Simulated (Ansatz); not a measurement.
Where the default PAW files enter, the runs use the earlier of Ansatz's two default sets.

## Evanescent states of AgI (F-43m, zinc blende, 2 atoms a cell, 35.4 Å³ an atom, -2 GPa at this level) along the normal of (110)

The numbers are results of PBEsol (plane waves, PAW; Ansatz, a program for electronic structure), not measurements.

No gap correction and no spin-orbit coupling; mid-gap values are interpolated between computed energies.

Energies count from the valence-band top; κ is the least over a 8×6 mesh across the current.

```
E (eV)  κ (1/Å)  where
------  -------  -----
0.04      0.041      Γ
0.12      0.068      Γ
0.20      0.084      Γ
0.28      0.095      Γ
0.36      0.103      Γ
0.44      0.108      Γ
0.52      0.111      Γ
0.60      0.112      Γ
0.68      0.111      Γ
0.76      0.108      Γ
0.84      0.102      Γ
0.92      0.095      Γ
1.00      0.084      Γ
1.08      0.068      Γ
1.16      0.042      Γ
```

Task: How thick must the barrier be to attenuate the transmission by 10^8 when the electrodes' Fermi level lies at 1.08 eV, and what attenuation does that film give at 0.52 eV?

Result: d = 8 ln 10 / (2 × 0.068) = 135.4 Å. At 0.52 eV it gives 8 × 0.111/0.068 = 13.1 decades.
